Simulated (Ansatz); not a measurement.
## Ga₂S₃ (model structure, started from the beta Ga2O3 type, C2/m, No. 12, 10 atoms in the cell): properties by level of theory

```
level (code)           cohesive energy (eV/atom)  band gap (eV)
---------------------  -------------------------  -------------
LDA (Ansatz)                                4.32           0.59
PBEsol (Ansatz)                             3.86           0.55
r²SCAN (Ansatz)                             3.61           1.01
r²SCAN+rVV10 (Ansatz)                       3.78           1.08
```

Computed values are for a static lattice. Spin–orbit coupling is included only where a level's name says +SOC; with heavier elements it mostly lowers gaps and can invert bands.  Each level is taken at its own relaxed cell. Cutoffs differ between the levels. Ansatz's density-functional and Hartree–Fock values are scalar-relativistic unless marked +SOC, with PAW data made under PBE.

Ansatz's density-functional and Hartree–Fock values are scalar-relativistic unless marked +SOC, with PAW data made under PBE.

Unless a cell is named, each level is at its own relaxed cell (LDA 18.60, PBEsol 19.14, r²SCAN 19.49, r²SCAN+rVV10 19.24 Å³/atom).

Free atoms are spin-polarised, in the lowest state found; at levels without +SOC their spin–orbit coupling is left out.

Static lattice: no zero-point or thermal effects.

A model structure was made by putting elements into a prototype or built by hand; it is no filed structure, need not be a known phase, and can be a saddle point held by its symmetry.

Ansatz is an electronic-structure program.
